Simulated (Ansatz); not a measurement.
Consider HgTe in the zinc blende structure (space group F-43m, No. 216; a = 6.651 Å).

Calculations: Ansatz (a first-principles code) PBE, spin-orbit coupling left out.

Before the change:

| Quantity | Value |
|---|---|
| Pressure | 0.0 GPa |

Now apply this change: every lattice vector is shortened by 4.07 %; the atoms relax in the strained cell.

How does this affect the energy relative to the base?

The energy grows by 70 meV/atom.

What does the calculation give for the pressure after the change?

The pressure goes from zero to 5.9 GPa.

The mesh was chosen for an insulator and is coarse for the gapless case. Whether these cells are dynamically stable was not tested. All final runs are without spin polarisation.
